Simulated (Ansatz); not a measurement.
For MoGe (model structure, started from the rocksalt type, Fm-3m, No. 225, 2 atoms in the cell), PBE-D3(BJ) (Ansatz, a program for electronic structure, plane waves, PAW) gives:

* **lattice parameter a**: 5.087 Å
* **formation enthalpy**: 0.429 eV/atom

### Question
What does r²SCAN (PAW; Ansatz) give for the same quantities?

### Answer

- lattice constant a: 5.113 Å (goes up by 0.5 %)
- formation enthalpy: 0.487 eV/atom (rises by 0.058 eV/atom)

Changes are worked out from the printed values.

Unless a cell is named, each level is at its own relaxed cell (PBE-D3(BJ) 16.46, r²SCAN 16.71 Å³/atom).

Ansatz's density-functional and Hartree–Fock values are scalar-relativistic unless marked +SOC, with PAW data made under PBE.

A model structure was made by putting elements into a prototype or built by hand; it is no filed structure, need not be a known phase, and can be a saddle point held by its symmetry.
